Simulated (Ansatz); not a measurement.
Ta (Im-3m), Ansatz (a quantum-chemistry and plane-wave program) with PBEsol, DFPT electron-phonon coupling, linearised Boltzmann equation: phonon-limited resistivity 12.6 μΩ·cm at 300 K, 17.0 μΩ·cm at 400 K, current-weighted mean free path 3.7 nm, Drude plasma energy 9.04 eV.

### Question
Estimate the electronic thermal conductivity at 300 K by the Wiedemann-Franz law (L₀ = 2.44×10⁻⁸ W·Ω/K²).

### Answer
L₀T/ρ = 2.44×10⁻⁸ × 300/(12.6×10⁻⁸) = 58.1 W/(m·K). Inelastic scattering puts the true Lorenz number somewhat under L₀ near and below the Debye temperature.

### Question
What is the classical skin depth at 10 GHz (nonmagnetic, μ₀ = 1.257×10⁻⁶ H/m)?

### Answer
δ = √(ρ/(π f μ₀)) = 1790 nm.

### Question
What temperature coefficient of resistance follows, and how does it compare with 1/T?

### Answer
(ρ₄₀₀ − ρ₃₀₀)/(100 K × ρ₃₀₀) = 3.49×10⁻³ K⁻¹, against 1/T = 3.33×10⁻³ K⁻¹ for a resistivity proportional to T. It lies higher because phonons are still being populated at 300 K; impurities would add a constant and lower it.

A metal at this level (no band gap). Only scattering by harmonic phonons is included (no impurities, grain boundaries, electron-electron scattering or thermal expansion). Spin-orbit coupling is left out, which matters with elements this heavy. The run warned that the eigensolver left some states short of its tolerance. Halving the electron mesh (36x36x36) moves the resistivity by up to 2 % at 300 K, the mean free path by up to 2 %. Smearing 0.20 eV; phonons on a 6x6x6 q mesh, which this run doesn't test.
